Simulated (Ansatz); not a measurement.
## Habitual settings against a tight run: Ge (Cmmm, 1 atom in the cell)

Self-consistent single point.

```yaml
crystal:
  lattice:
    - [1.41503, -2.63380, 0.00000]
    - [1.41503, 2.63380, 0.00000]
    - [0.00000, 0.00000, 2.73277]
  atoms:
    - { symbol: Ge, position: [0.50000, 0.50000, 0.00000] }
```

Method of the run: LDA (PW92), PAW files made with PBE (plane waves; Ansatz, a first-principles code).

Base settings: basis.ecutwfc = 30.9 Ry; kpoints.mp_grid.grid = 13 13 12; hamiltonian.xc = lda; hamiltonian.pseudopotentials = {kind: paw} (the program's default PAW files); scf.occupations.method = methfessel_paxton; scf.occupations.width = 0.0073 Ry.

Tight run (finer mesh or higher cutoff; not a proven limit): basis.ecutwfc: 30.9 Ry → 43.4 Ry; kpoints.mp_grid.grid: 13 13 12 → 18 18 17; scf.convergence.dr2_threshold: default (1e-07 eV) → 1e-09 eV. It gave Fermi level (on the code's own zero) 9.45 eV; pressure -7.50 GPa.

Quick runs, as changes from the base:
- A: the base itself
- B: basis.ecutwfc: 30.9 Ry → 18.4 Ry; kpoints.mp_grid.grid: 13 13 12 → 6 6 6; hamiltonian.xc: lda → pbesol; scf.occupations.method: methfessel_paxton → fermi_dirac; scf.occupations.width: 0.0073 Ry → 0.0147 Ry; kpoints.mp_grid.shift: default → 0.5 0.5 0.5; scf.convergence.dr2_threshold: default (1e-07 eV) → 0.001 eV [PBEsol]
- C: kpoints.mp_grid.grid: 13 13 12 → 4 4 4; scf.occupations.method: methfessel_paxton → gaussian; scf.occupations.width: 0.0073 Ry → 0.0147 Ry; kpoints.mp_grid.shift: default → 0.5 0.5 0.5
- D: basis.ecutwfc: 30.9 Ry → 15.4 Ry; kpoints.mp_grid.grid: 13 13 12 → 8 8 8; scf.convergence.dr2_threshold: default (1e-07 eV) → 0.0001 eV
- E: basis.ecutwfc: 30.9 Ry → 15.4 Ry; kpoints.mp_grid.grid: 13 13 12 → 4 4 4; scf.occupations.method: methfessel_paxton → gaussian; scf.occupations.width: 0.0073 Ry → 0.0147 Ry
- F: basis.ecutwfc: 30.9 Ry → 24.6 Ry; kpoints.mp_grid.grid: 13 13 12 → 6 6 6; scf.occupations.width: 0.0073 Ry → 0.0367 Ry

Energies are extrapolated to zero smearing width, which holds to low order in the width alone.

Dashes: energy of B, another energy zero.

† marks runs with another functional, U, potentials or spin treatment: their distance from the tight run is not a convergence error alone.

The count of work is k-points × plane waves × bands × iterations; it is no time. 

Pressures in the table are Ansatz's without its Pulay estimate, at a fixed set of plane waves; the tight run's value above holds the estimate.

The starting cell comes from a database of computed structures (which also holds hypothetical and non-ambient phases and stackings), without a prior relaxation at this level. Its lattice was rescaled by a random factor within 2.5 % of one. In the base run, with a pressure of about -7 GPa the cell is away from its equilibrium volume at this level.

```csv
run,energy less tight (meV/atom),pressure less tight (GPa),count of work / tight
A,-2.5,0.09,0.22
B†,–,-27.50,0.0072
C,-34.2,-0.42,0.0078
D,2754.0,-112.23,0.021
E,3077.1,-113.01,0.0050
F,-10.8,-0.98,0.023
```

Among the runs at the tight run's level, the energy misses run from 2.5 to 3077.1 meV/atom.

Keys are those of Ansatz 0.2.
